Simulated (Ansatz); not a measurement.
**CsPbBr3: shear stress against shear**

CsPbBr3 (cubic perovskite, Pm-3m, 38.424 Å³/atom and stress up to 0.01 GPa in the relaxed cell, cube axes along x, y and z) under an engineering shear γ in the xy plane. LDA in Ansatz, a plane-wave DFT program (PAW, default set), 420 eV, 6×6×6 Γ-centred mesh, Fermi-Dirac smearing 0.05 eV; ions are relaxed, or left where forces stay under 0.02 eV/Å, within the symmetry of each cell. Against the start cell, which lies near the measured one, the relaxed cell differs by -5.0 % in volume; the values below rest on it. Stress is positive for a compressed cell.

Here s stands for strain and y for shear stress.

```
strain (%)  shear stress (GPa)
----------  ------------------
0.00                      0.00
0.66                     -0.02
1.34                     -0.05
2.00                     -0.07
4.00                         ?
```

Problem. Fit y against s with a straight line, and predict the withheld value at s = 4.00.

Solution. Means: s 1.0000, y -0.035. About the means, the sum of products is -0.080200 and the sum of squares of s is 2.2312; the slope is their ratio. Least squares gives y = 0.001 - 0.0359·s. Residuals (row less fit): -0.001, 0.003, -0.003, 0.001; standard error 0.003 (degrees of freedom: 2). The slope gives the elastic constant C44 = 3.6 ± 0.2 GPa (± standard error of the fit, which holds the terms cut off). At the withheld row, y = 0.001 - 0.0359 × 4.00 = -0.143 GPa. The calculation gives -0.15 GPa, 0.007 GPa below the prediction (4.7 % of the range of y in the table). The row lies outside the fitted rows, so this is an extrapolation. The scatter of the fitted rows lies at the last printed digit.

The primitive cell can neither tilt nor turn polar against its symmetry, as such crystals can under strain. Spin-orbit coupling is left out, which can shift these values for the heavy elements here. CsPbBr3 is here the ideal cubic form; the compound distorts at low or room temperature. Rows are the converged runs of the series near zero and its far end, less any whose ions stayed unrelaxed beside relaxed ones; series whose fitted rows scatter by over a few per cent of the range, as at a crossing or softening among them, aren't shown in this form. Most that stay on the fit to the last digits aren't either.
